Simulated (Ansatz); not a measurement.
# Pressure series in Mo3Te4

Take Mo3Te4 (space group R-3, No. 148; a = 10.1062 Å, c = 11.7270 Å (hexagonal axes)) as the base.

Cell and atoms are relaxed at each pressure.

All numbers come from PBEsol (Ansatz, a quantum-chemistry and plane-wave program; PAW; 420 eV plane waves; no SOC).

| pressure (GPa) | volume per atom (Å³/atom) |
|---|---|
| -1 | 25.345 |
| 0 | 24.697 |
| 0.3 | ? |
| 0.7 | 24.318 |
| 1.5 | 23.943 |
| 3 | 23.334 |
| 5 | 22.685 |
| 7.5 | 22.033 |
| 10 | 21.495 |

Question: Fit the third-order Birch–Murnaghan form P(V) = (3B₀/2)[(V₀/V)^(7/3) − (V₀/V)^(5/3)]·[1 + (3/4)(B₀′ − 4)((V₀/V)^(2/3) − 1)] (squares taken in P) to the rows shown and predict the withheld row.

Answer: Least squares on the printed values gives V₀ = 24.696 Å³/atom, B₀ = 42.5 GPa, B₀′ = 7.9; this predicts 24.527 Å³/atom, and the run gives 24.542 Å³/atom, 0.015 higher.

Load acts through the strain it causes; cell and atoms are relaxed under it. No phonon test of stability was made. Competing high-pressure phases were not computed. All final runs are without spin polarisation.
